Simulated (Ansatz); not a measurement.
**Effect of uniaxial strain ε_zz = +4.61 % on La2O3**

The parent structure is La2O3 (space group P-3m1, No. 164; a = 3.906 Å, c = 6.040 Å). Axes: x lies along a and z along c of the hexagonal cell.

It is then changed as follows: the cell is stretched by 4.61 % along z with no lateral relaxation; the atoms relax in the strained cell.

Calculations: Ansatz (a quantum-chemistry and plane-wave program) PBEsol, no SOC. Settings: 10×10×6 k-points, 0.05 eV Fermi–Dirac smearing.

```json
[
 {"quantity": "shortest interatomic distance", "base": "2.349 Å", "changed": "2.356 Å", "shift": "+0.007 Å"},
 {"quantity": "energy relative to the base (free energy F)", "base": "0 meV/atom", "changed": "+14 meV/atom", "shift": "+14 meV/atom"},
 {"quantity": "pressure (mean of the normal stresses, compression positive)", "base": "0.0 kbar", "changed": "-42.4 kbar", "shift": "-42.4 kbar"},
 {"quantity": "band gap", "base": "3.77 eV", "changed": "3.78 eV", "shift": "+0.005 eV"},
 {"quantity": "gap character", "base": "indirect, L → K", "changed": "indirect, H–A (29 % along) → M", "shift": "–"},
 {"quantity": "smallest direct gap", "base": "3.86 eV", "changed": "3.85 eV", "shift": "-0.01 eV"},
 {"quantity": "width of the top valence band", "base": "0.41 eV", "changed": "0.39 eV", "shift": "-0.02 eV"},
 {"quantity": "stress (xx, yy, zz, yz, xz, xy; compression positive)", "base": "–", "changed": "(-3.45, -3.45, -5.82, 0.00, 0.00, 0.00) GPa", "shift": "–"}
]
```

Stability against distortions was not tested.
